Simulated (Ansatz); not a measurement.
## Zn2GeO4 (P4₃22, No. 95, 28 atoms in the cell; start COD 1549041): smallest direct gap on the k points sampled by level of theory

No measured value is used here.

| level (code) | value (eV) |
|---|---|
| LDA (Ansatz) | 1.74 |
| PBEsol (Ansatz) | 1.73 |
| r²SCAN (Ansatz) | 2.39 |
| HSE06 (Ansatz) | 3.70 |

Computed values are for a static lattice. Spin–orbit coupling is included only where a level's name says +SOC; with heavier elements it mostly lowers gaps and can invert bands.  Values are at the PBEsol cell. Cutoffs and k meshes differ between the levels. Ansatz's density-functional and Hartree–Fock values are scalar-relativistic unless marked +SOC, with PAW data made under PBE.

Ansatz is a quantum-chemistry and plane-wave program.
